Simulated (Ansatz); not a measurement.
LiF (model structure, F-43m, No. 216, 2 atoms in the cell) was calculated with r²SCAN (Ansatz, a first-principles code, plane waves, PAW).

Settings: plane-wave cutoff 560 eV, 14×14×14 k mesh, Fermi–Dirac smearing 0.01 eV, scalar-relativistic PAW data made under PBE.

Cell (relaxed at this level):

Space group F-43m (No. 216); a = 4.2888 Å, b = 4.2888 Å, c = 4.2888 Å, α = 90.00°, β = 90.00°, γ = 90.00°

| atom | site | symmetry | x | y | z |
|---|---|---|---|---|---|
| Li | 4a | -43m | 0.0000 | 0.0000 | 0.0000 |
| F | 4d | -43m | 0.7500 | 0.7500 | 0.7500 |
(The calculation used a cell of 2 atoms; values per cell refer to that cell.)

Task: Give the computed band gap and bulk modulus B0.

Result: 
* **band gap**: 8.67 eV (on the SCF k mesh)
* **bulk modulus B0**: 58.6 GPa

Note: the bulk modulus is −V dP/dV from two relaxed cells at ±2 % in volume; the relaxation could raise the start's symmetry but not lower it, so the cell can be a saddle point.

Computing time: roughly 24 core-seconds.

A model structure was made by putting elements into a prototype or built by hand; it is no filed structure, need not be a known phase, and can be a saddle point held by its symmetry.
